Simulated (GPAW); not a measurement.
**Several settings converged on Bi2PdPt (P3m1, 4 atoms in the cell)**

```
Bi2PdPt
1.0
    4.30734     0.00000     0.00000
   -2.15367     3.73027     0.00000
    0.00000     0.00000     5.59778
Bi Pd Pt
2 1 1
Direct
  0.33333   0.66667   0.25381
  0.66667   0.33333   0.75512
  0.00000   0.00000   0.50000
  0.00000   0.00000   0.00000
```

Base method: LDA (Perdew-Wang 92), GPAW PAW datasets LDA (gpaw-data 1.0.1) (plane waves; GPAW).

Base settings: mode = pw; ecut = 600 eV; xc = LDA; kpts = 4 4 3; mesh shift (steps) = 0 0 0; occupations.name = fermi-dirac; occupations.width = 0.1 eV; nbands = -12; convergence.density = 1e-05 e/electron; convergence.energy = 1e-05 eV/electron.

The count of work is k-points × plane waves × bands × iterations; it is no time. Core times come from one kind of shared machine, to one figure; runs under 30 s give none.

**The k-point mesh**

The second cell is the first with its lattice scaled by 0.98.

Only quantities that move along the ladder and can be compared are tabulated.

| kpts | free energy less the last step's (meV/atom) | energy of the compressed cell less the first (meV/atom) | pressure (GPa) | largest difference of a force vector from the last step's (eV/Å) | count of work / last | core time / last (rough) |
|---|---|---|---|---|---|---|
| 2 2 1 | -106.10 | -12.18 | -5.24 | 0.102 | 0.061 | – |
| 3 3 2 | 8.19 | -7.52 | -4.41 | 0.007 | 0.16 | – |
| 4 4 3 | 1.96 | -3.78 | -3.90 | 0.057 | 0.33 | 0.5 |
| 5 5 4 | -3.78 | -2.48 | -3.84 | 0.055 | 0.48 | 0.7 |
| 6 6 4 | -2.49 | -2.61 | -3.82 | 0.042 | 0.68 | 0.6 |
| 8 8 5 | 0.00 | -2.77 | -3.84 | 0.000 | 1.0 | 1 |

Coarsest kpts that holds the pressure within 0.2 GPa of the last step, with all finer ones: 4 4 3, at 0.33 of the last step's count of work; the step before is off by 0.57 GPa.

Coarsest kpts that holds the energy of the compressed cell less the first within 2 meV/atom of the last step, with all finer ones: 4 4 3, at 0.33 of the last step's count of work; the step before is off by 4.7 meV/atom.

Coarsest kpts that holds the forces within 0.02 eV/Å: not settled: the last two steps still differ by 0.042 eV/Å, over half the tolerance, so the ladder does not show it.

**The k-point mesh at a smearing width of 0.05 eV**

In this ladder: occupations.width = 0.05 eV.

The second cell is the first with its lattice scaled by 0.98.

Only quantities that move along the ladder and can be compared are tabulated.

```tsv
kpts	free energy less the last step's (meV/atom)	energy of the compressed cell less the first (meV/atom)	pressure (GPa)	largest difference of a force vector from the last step's (eV/Å)	count of work / last	core time / last (rough)
3 3 2	5.61	-7.97	-4.49	0.026	0.12	–
5 5 3	11.78	-6.40	-4.12	0.012	0.29	0.4
6 6 4	-0.64	-2.65	-3.82	0.034	0.58	0.4
8 8 6	0.00	-3.94	-3.97	0.000	1.0	1
```

Coarsest kpts that holds the energy of the compressed cell less the first within 2 meV/atom: not settled: the last two steps still differ by 1.3 meV/atom, over half the tolerance, so the ladder does not show it.

Coarsest kpts that holds the forces within 0.02 eV/Å: not settled: the last two steps still differ by 0.034 eV/Å, over half the tolerance, so the ladder does not show it.

Coarsest kpts that holds the free energy within 5 meV/atom of the last step, with all finer ones: 6 6 4, at about 0.4 of the last step's time; the step before is off by 12 meV/atom.

**The setting conv density**

Moved along: convergence.energy, convergence.eigenstates.

The mesh stays at the base's, so the ladder's end is converged at best in this setting alone.

Only quantities that move along the ladder and can be compared are tabulated.

```csv
convergence.density,free energy less the last step's (meV/atom),pressure (GPa),largest difference of a force vector from the last step's (eV/Å),core time / last (rough)
0.01 e/electron,-10.93,-11.52,0.031,–
0.001 e/electron,-0.08,-3.90,0.052,–
0.0001 e/electron,0.00,-3.93,0.011,0.4
1e-05 e/electron,0.00,-3.90,0.001,0.6
1e-07 e/electron,0.00,-3.91,0.000,1
```

Coarsest convergence.density that holds the forces within 0.02 eV/Å of the last step, with all finer ones: 0.0001 e/electron, at about 0.4 of the last step's time; the step before is off by 0.052 eV/Å.

Coarsest convergence.density that holds the pressure within 0.2 GPa of the last step, with all finer ones: 0.001 e/electron; the step before is off by 7.6 GPa.

Coarsest convergence.density that holds the free energy within 2 meV/atom of the last step, with all finer ones: 0.001 e/electron; the step before is off by 11 meV/atom.

On the base run: the starting cell comes from a database of computed structures (which also holds hypothetical and non-ambient phases and stackings), without a prior relaxation at this level. Its lattice was rescaled by up to half a per cent. One atom was moved a little off its site on purpose. Spin polarisation is off. In the base run, with a pressure of about -4 GPa the cell is away from its equilibrium volume at this level. Without a gap this mesh is coarse (it stands for a supercell whose shortest vector is 17 Å).
